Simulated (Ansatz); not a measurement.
GaAs: pressure 2.1 GPa

Consider GaAs in the zinc blende structure (space group F-43m, No. 216; a = 5.6656 Å).

It is then changed as follows: a hydrostatic pressure of 2.1 GPa.

The values are results of r2SCAN (Ansatz, a program for electronic structure), spin-orbit coupling left out, earlier PAW set, not measurements. Γ-centred 10×10×10 mesh, Fermi–Dirac width 0.05 eV.

Volume per atom: 22.12 Å³ (base 22.73 Å³)
Density: 5.43 g/cm³ (base 5.28 g/cm³)
Lattice parameter a: 5.614 Å (base 5.666 Å)
Shortest interatomic distance: 2.431 Å (base 2.453 Å)
Enthalpy H = E + PV relative to the base's energy: +0.29 eV/atom
Band gap: 1.19 eV (base 0.97 eV)
Gap character: direct at Γ (base direct at Γ)
Mean gap deformation potential ΔEg/Δln V: -8.1 eV
Width of the top valence band: 3.53 eV (base 3.40 eV)
Electron mass: 0.061 mₑ (at Γ) (base 0.051 mₑ (at Γ))
Hole mass (degenerate bands, along [100]): 0.060, 0.33, 0.33 mₑ (at Γ) (base 0.051, 0.34, 0.34 mₑ (at Γ))
Valley order (the lowest conduction-band minima on the path, energy above the VBM, named in the base's zone): Γ 1.19 eV; L along ⟨111⟩ 1.44 eV; a point along ⟨100⟩, about 1.0 Å⁻¹ from Γ 1.68 eV (base Γ 0.97 eV; L along ⟨111⟩ 1.36 eV; a point along ⟨100⟩, about 1.0 Å⁻¹ from Γ 1.72 eV)

Final structure:

```
GaAs
1.0
    0.00000     2.80722     2.80722
    2.80722     0.00000     2.80722
    2.80722     2.80722     0.00000
As Ga
1 1
Direct
  0.75000   0.75000   0.75000
  0.00000   0.00000   0.00000
```

Load acts through the strain it causes; cell and atoms are relaxed under it. Masses are band curvatures over ±0.01 Å⁻¹ around the edge. Stability against distortions was not tested. Tetrahedral semiconductors of this kind turn to denser phases somewhere between about 1 and 50 GPa; those were not computed, so compressed cells here can lie past the real transition.
